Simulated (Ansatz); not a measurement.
InAgTe2: biaxial strain +0.75 %, plane normal [001], relaxed out of plane

The reference is InAgTe2 in the chalcopyrite structure (space group I-42d, No. 122; a = 6.354 Å, c = 12.637 Å). Axes: x, y, z lie along a, b, c of the conventional cell.

Modification: biaxial strain +0.75 %, plane normal [001], relaxed out of plane (Cartesian); in-plane vectors clamped, the third vector and the atoms free.

Method: DFT with LDA, PAW potentials and a 420 eV plane-wave cutoff in Ansatz (a program for electronic structure), without spin-orbit coupling. k-mesh 7×7×7 (Γ-centred); smearing 0.05 eV (Fermi–Dirac).

Volume per atom: 32.02 Å³ (base 31.88 Å³)
Space group: I-42d (No. 122) (base I-42d (No. 122))
Shortest interatomic distance: 271.5 pm (base 270.9 pm)
Energy relative to the base (free energy F): +0.5 meV/atom
Band gap: zero (base zero)
Out-of-plane strain: -1.05 % (rough)
Mean in-plane stress (compression positive): -0.3 GPa (rough)

Final structure (turned so that z lies along the plane normal):

```xyz
8
Lattice="6.4012 0.0000 0.0000 0.0000 6.4012 0.0000 3.2006 -3.2006 6.2525" Properties=species:S:1:pos:R:3 pbc="T T T"
In     3.2006     3.2006     0.0000
In     6.4012     3.2006     3.1262
Te     1.6003     4.8631     1.5631
Te     8.0637     1.6003     4.6894
Te     4.8009     1.5381     1.5631
Te     4.7387    -1.6003     4.6894
Ag     0.0000     0.0000     0.0000
Ag     3.2006     0.0000     3.1262
```

Without a gap, meshes like the base's 7×7×7 leave anisotropic stresses uncertain by several tenths of a GPa, and small strain energies with them. Spin-orbit coupling, missing from the scalar runs, can matter with Te. Stability against distortions was not tested. All final runs are without spin polarisation. Gaps under 0.05 eV, about the width of the smearing, are given as zero. A zero or small gap of InAgTe2 can be the functional's error rather than a property of the material.
